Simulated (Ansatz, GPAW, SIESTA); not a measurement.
**One structure in several programs: HfGa4Co (P1, 6 atoms in the cell)**

Self-consistent single point, at a second geometry (atoms moved at random). First geometry:

```
HfGa4Co
1.0
    4.02791     0.00000     0.00000
    0.00000     4.02791     0.00000
    0.00000     0.00000     6.30101
Hf Ga Co
1 4 1
Cartesian
  0.00000   0.00000   0.00000
  2.01395   0.00000   4.45349
  2.01395   0.00000   1.84752
  0.00000   2.01395   4.45349
  0.00000   2.01395   1.84752
  0.00000   0.00000   3.15050
```

Second geometry:
```
HfGa4Co
1.0
    4.02791     0.00000     0.00000
    0.00000     4.02791     0.00000
    0.00000     0.00000     6.30101
Hf Ga Co
1 4 1
Cartesian
  0.02563   0.00057  -0.01765
  2.04961   0.05546   4.49711
  1.98302   0.04385   1.83289
  0.02900   1.97022   4.49119
 -0.07106   1.98274   1.81982
  0.01171  -0.02492   3.12916
```

Shared settings, as Ansatz (a quantum-chemistry and plane-wave program) writes them: kpoints.mp_grid.grid = 5 5 3; scf.occupations.method = gaussian; scf.occupations.width = 0.1 eV. Potentials and cutoffs stand in the table.

```
code                                                                                                                            model  ΔF from the first geometry (meV/atom)  pressure (GPa)  largest force (eV/Å)       cutoff
------  -----------------------------------------------------------------------------------------------------------------------------  -------------------------------------  --------------  --------------------  -----------
SIESTA  GGA PBEsol, numerical atomic orbitals DZP, PseudoDojo PBEsol standard norm-conserving potentials (rewritten from UPF to PSML)                                    8.7            1.59                 0.691  grid 350 Ry
GPAW                                                                            PBEsol, GPAW PAW datasets PBEsol (made by gpaw-setup)                                   11.2            2.13                 0.743       850 eV
Ansatz                                                                                                PBEsol, PAW files made with PBE                                   11.9            0.82                 0.731       420 eV
```

Size of the force on each atom (eV/Å): Sizes of forces hide their directions.

```csv
code,Hf1,Ga2,Ga3,Ga4,Ga5,Co6
SIESTA,0.597,0.448,0.495,0.691,0.419,0.359
GPAW,0.604,0.551,0.514,0.743,0.446,0.344
Ansatz,0.577,0.569,0.509,0.731,0.438,0.330
```

On Ansatz's run: spin-orbit coupling is off. Spin polarisation is off.

The spread over the programs that give each value: ΔF from the first geometry within 3.2 meV/atom; pressure within 1.31 GPa; largest force within 0.052 eV/Å.

SIESTA uses small atom-centred bases, whose incompleteness enters pressures, forces and empty levels differently from a plane-wave cutoff. Ansatz's pressure is given at a fixed set of plane waves, as the other plane-wave codes print theirs; with its correction for the finite basis it is 0.87 GPa. In the force vectors, SIESTA (by 0.156) lies more than 0.08 eV/Å from the median of the plane-wave programs.

The shared mesh is coarse (it stands for a supercell whose shortest vector is 19 Å), so the values are not converged in it.

The starting cell comes from a database of computed structures (which also holds hypothetical and non-ambient phases and stackings), without a prior relaxation at this level. Its lattice was rescaled by a random factor within 2.5 % of one. For this run, on top of that: atoms moved at random.

Left out of this page: CP2K (unsound by tests on forces, stress, charge or solver warnings); FLEUR (not drawn, or without a comparable value).

Keys are those of Ansatz 0.2.
